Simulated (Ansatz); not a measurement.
Point defect H interstitial in zinc-blende BP

The numbers are results of PBE, PAW (plane waves to 420 eV; Ansatz, an electronic-structure program), not measurements. The supercell holds 64 host sites (2×2×2 repeats of the unit cell), with a 2×2×2 shifted k-point sampling for the final energies. Site at the start: void with 4P nearest. Finite-size correction: monopole term and site-potential alignment. Dielectric constants: PBE linear response of the host. Host gap at this level: 1.25 eV. These values are not converged in cell size to better than tenths of an eV. Levels are measured in PBE's own, too narrow, gap. Spin–orbit coupling is left out. Each state is the lowest found from its start.

The name describes the start; the neighbours show where the added atom ended.

```
charge         moment (μB)  largest move off a lattice site (Å)             neighbours of the added atom at the end (Å)  image correction with alignment (eV)
------  ------------------  -----------------------------------  ------------------------------------------------------  ------------------------------------
+1      not spin-polarised                                 0.32  B 1.29, P 1.49, P 2.16, B 2.45, B 2.51, P 2.66, P 2.72                                  0.24
0                      1.0                                 0.49                  B 1.24, P 1.57, P 2.48, P 2.48, P 2.48                                  0.00
−1†     not spin-polarised                                 0.67                  B 1.20, P 1.74, P 2.48, P 2.48, P 2.48                                  0.16
```

† Not settled in this cell, so no level is given: charge −1: level within 0.1 eV of a band edge or past it.

No other site or start that was run ended lower by more than 0.1 eV.

Transition levels above the valence-band maximum: ε(+1/0) = 0.56 eV. On the lower envelope of the bound states, inside the gap: (+1/0) at 0.56 eV.

Flagged in the runs: a doubtful potential alignment, a strain field that reaches the edge of the cell.
